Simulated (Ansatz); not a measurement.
Input and output of a self-consistent single point for LuTlTe2 (P1, 4 atoms in the cell) (Ansatz, a first-principles code).

Method: LDA (PW92), PAW files made with PBE (plane waves; Ansatz).

The change in words: atoms moved at random. Reference geometry:
```xyz
4
Lattice="2.1890 1.2638 8.1384 -2.1890 1.2638 8.1384 0.0000 -2.5277 8.1384" Properties=species:S:1:pos:R:3 pbc="T T T"
Lu     0.0000     0.0000    12.2076
Tl     0.0000     0.0000     0.0000
Te     0.0000     0.0000    18.6531
Te     0.0000     0.0000     5.7621
```

Reference input (self-consistent single point, DFT, LDA (PW92), plane waves, PAW files made with PBE): kpoints.mp_grid.grid = 5 5 5; hamiltonian.xc = lda; hamiltonian.pseudopotentials = {kind: paw} (the program's default PAW files); scf.occupations.method = fixed. This run's input differs from it in these lines:

Ansatz 0.2 input:
```diff
@@ -7,6 +7,6 @@
   atoms:
-    - { symbol: Lu, position: [0.500000, 0.500000, 0.500000] }
-    - { symbol: Tl, position: [0.000000, 0.000000, 0.000000] }
-    - { symbol: Te, position: [0.763996, 0.763996, 0.763996] }
-    - { symbol: Te, position: [0.236004, 0.236004, 0.236004] }
+    - { symbol: Lu, position: [0.506141, 0.496258, 0.495907] }
+    - { symbol: Tl, position: [0.004666, -0.000835, 0.000022] }
+    - { symbol: Te, position: [0.764492, 0.757689, 0.768617] }
+    - { symbol: Te, position: [0.224701, 0.246889, 0.235454] }
 kpoints:
```

Log, with long lists cut:

```
SCF iter   1: F=—  HF=-39302.011456 eV  |F-HF|=—  |Δ(HF+E_count)|=         —  Δρ=5.11e-2  dr2=1.13e1  ethr=3.10e-3  ⟨swp⟩=5.0  Hψ=8961  notcnv=0  defer=164
all-band conjugate gradients solve this SCF's bands
   [... lines left out ...]
SCF iter   7: F=—  HF=-39299.834183 eV  |F-HF|=—  |Δ(HF+E_count)|=   1.23e-4  Δρ=1.27e-4  dr2=2.61e-5  ethr=4.08e-7  ⟨swp⟩=2.1  Hψ=4786  notcnv=0  defer=314
SCF iter   8: F=—  HF=-39299.834186 eV  |F-HF|=—  |Δ(HF+E_count)|=   3.09e-6  Δρ=5.20e-5  dr2=4.89e-6  ethr=3.72e-8  ⟨swp⟩=2.7  Hψ=4825  notcnv=0  defer=246
SCF iter   9: F=—  HF=-39299.834186 eV  |F-HF|=—  |Δ(HF+E_count)|=   1.12e-7  Δρ=1.05e-5  dr2=2.02e-7  ethr=6.98e-9  ⟨swp⟩=2.7  Hψ=5766  notcnv=0  defer=246
SCF iter  10: F=-39299.834186 eV  HF=-39299.834186 eV  |F-HF|=8.86e-9  |Δ(HF+E_count)|=   3.41e-9  Δρ=3.72e-6  dr2=3.01e-8  ethr=1.43e-10  ⟨swp⟩=17.3  Hψ=20399  notcnv=0
SCF 1 converged in 10 iterations: F = -39299.834186 eV  dr2 = 3.01e-8
Free energy (F): -39299.834186 eV
Internal energy: -39299.834186 eV  (E = F + TS)
E sigma→0 (E₀):  -39299.834186 eV
Fermi energy:    9.061662 eV
--- Forces (eV/Å), atoms counted from 1 ---
  atom   1  Lu    -0.11326242    -0.08014578     0.09484094
  atom   2  Tl    -0.01161017    -0.00664265    -0.05944284
  atom   3  Te    -0.05350374     0.07720412     0.03040735
  atom   4  Te     0.17838018     0.00958705    -0.06580305
--- Stress (GPa, compression-positive) ---
       -3.084913       0.099480       0.294766
        0.099480      -3.037270      -0.065072
        0.294766      -0.065072      -3.294981
  P = ⅓ Tr σ = -3.1391 GPa (-31.391 kbar)
  The stress holds the Pulay correction. Without it, at fixed plane waves, as pw.x and ABINIT print it: P = -3.1712 GPa
```

The run converged in 10 iterations. Against the reference run the free energy goes up by 2.2 meV/atom, the pressure hardly changes (-3.17 to -3.14 GPa), the largest force goes from 0.049 to 0.190 eV/Å and the gap on the mesh hardly changes (0.663 to 0.662 eV).

The starting cell comes from a database of computed structures (which also holds hypothetical and non-ambient phases and stackings), without a prior relaxation at this level. Its lattice was rescaled by a random factor within 2.5 % of one. For this run, on top of that: atoms moved at random. Spin-orbit coupling is off. With a pressure of about -3 GPa the cell is away from its equilibrium volume at this level. Ansatz's pressure includes its estimate of the finite-basis (Pulay) stress.
